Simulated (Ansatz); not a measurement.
An Ansatz (an electronic-structure program) run: AlRh with a change (pressure 7.5 GPa); Kohn–Sham DFT with the PBEsol functional, run in Ansatz with PAW and 420 eV plane waves, no spin-orbit coupling.

Input:

Ansatz 0.2 input:
```yaml
crystal:
  lattice:
    - [2.9500606326, 0, 0]
    - [0, 2.9500606326, 0]
    - [0, 0, 2.9500606326]
  atoms:
    - { symbol: Al, position: [0, 0, 0] }
    - { symbol: Rh, position: [0.5, 0.5, 0.5] }
basis: { ecutwfc: 420, ecutrho_ratio: 4, xc_grid: 2, fft_grid_basis: typed }
kpoints: { mp_grid: { grid: [16, 16, 16] } }
hamiltonian:
  xc: pbesol
  dispersion: none
  pseudopotentials: { kind: paw }
scf: { occupations: { method: fermi_dirac, width: 0.05 } }
relax: { f_tol: 0.01, max_steps: 60, cell: { stress_tol: 0.02, p_target: 7.5 } }
output: { forces: true, stress: true }
checkpoint: { write: state.ck, write_every: 1000 }
```

Output (explanatory and most iteration lines left out):

```
Relaxation: its limit of steps is 60 (relax.max_steps)
Pseudopotential: Al, paw, valence charge 3
Pseudopotential: Rh, paw, valence charge 17
Crystal: 2 atoms, lattice volume = 25.674 Å³
Basis set: ecut = 420 eV, 485 PW (Γ), exchange–correlation on 40×40×40 points (8 copies of the dense FFT grid, shifted against one another)
Bands: 14, of which v1, the nominal top of the filled ones, is band 10 counted from 1 (9 counted from 0)
Symmetry: 48 space group operations
Space group: Pm-3m (ITA 221), of the structure as read, at distance tolerance 3.0e-5 Å
k-points: 165 of 4096
Functional: x = pbesol(κ = 0.804, μ = 0.12345679012345678), c = pbesol(β = 0.046)
SCF iter   1: F=—  HF=-6865.467457 eV  |F-HF|=—  |Δ(HF+E_count)|=         —  Δρ=8.20e-3  dr2=1.77e-2  ethr=1.77e-3  ⟨swp⟩=5.2  Hψ=11541  notcnv=0
SCF iter   2: F=—  HF=-6865.465178 eV  |F-HF|=—  |Δ(HF+E_count)|=   2.28e-3  Δρ=4.28e-3  dr2=5.23e-3  ethr=8.85e-5  ⟨swp⟩=1.0  Hψ=3638  notcnv=0  defer=3
SCF 1 converged in 6 iterations: F = -6865.464036 eV  dr2 = 2.16e-12
relax step   1: F+E_penalty+E_count = -6865.46403571 eV  Δ(F+E_penalty+E_count) = +0.000e0 eV  max|allowed force component| = 1.990e-29 eV/Å  Δτ_max = 0.0000 Å  P = +4.992 GPa  Ω = 25.674 Å³  (6 SCF iters, dr2 threshold 1.00e-7 eV, accepted)
[... steps on the carried basis left out ...]
relax step   4: F+E_penalty+E_count = -6865.45370099 eV  Δ(F+E_penalty+E_count) = +1.315e-4 eV  max|allowed force component| = 1.670e-29 eV/Å  Δτ_max = 0.0000 Å  P = +7.489 GPa  Ω = 25.408 Å³  stress off target by 1.08e-2 GPa  SCF on the basis re-selected at this cell (its energy is not comparable with the rows above)  (9 SCF iters)
SCF converged after 9 iterations
Free energy (F): -6865.453701 eV
Internal energy: -6865.449513 eV  (E = F + TS)
E sigma→0 (E₀):  -6865.451607 eV
Entropy (-TS):   -0.004188 eV (-2.094 meV/atom)
Fermi energy:    17.854121 eV
--- Forces (eV/Å), atoms counted from 1 ---
  atom   1  Al    -0.00000000     0.00000000     0.00000000
  atom   2  Rh    -0.00000000    -0.00000000     0.00000000
--- Stress (GPa, compression-positive) ---
        7.489224       0.000000      -0.000000
        0.000000       7.489224      -0.000000
       -0.000000      -0.000000       7.489224
  P = ⅓ Tr σ = 7.4892 GPa (74.892 kbar)
--- Relaxed structure (3 steps of the walk, 3 accepted, 1 SCFs on fresh bases) ---
  cell:  # Å, volume = 25.4082 Å³
    - [2.9398449124078216, -1.6049416203226964e-34, -1.2839532962581572e-34]
    - [-9.62964972193618e-35, 2.9398449124078216, 0.0]
    - [-9.62964972193618e-35, 0.0, 2.9398449124078216]
  atoms:
    - { symbol: Al, position: [-2.0401380940112554e-35, -1.0328199100933063e-35, 6.800460313364564e-37] }
    - { symbol: Rh, position: [0.49999999999999994, 0.49999999999999994, 0.49999999999999994] }
```

Load acts through the strain it causes; cell and atoms are relaxed under it. No phonon test of stability was made. Competing high-pressure phases were not computed. All final runs are without spin polarisation. The cell was made from AlRh in the CsCl type structure (space group Pm-3m, No. 221; a cell from a computed database, its experimental status unchecked) by this change: pressure 7.5 GPa.
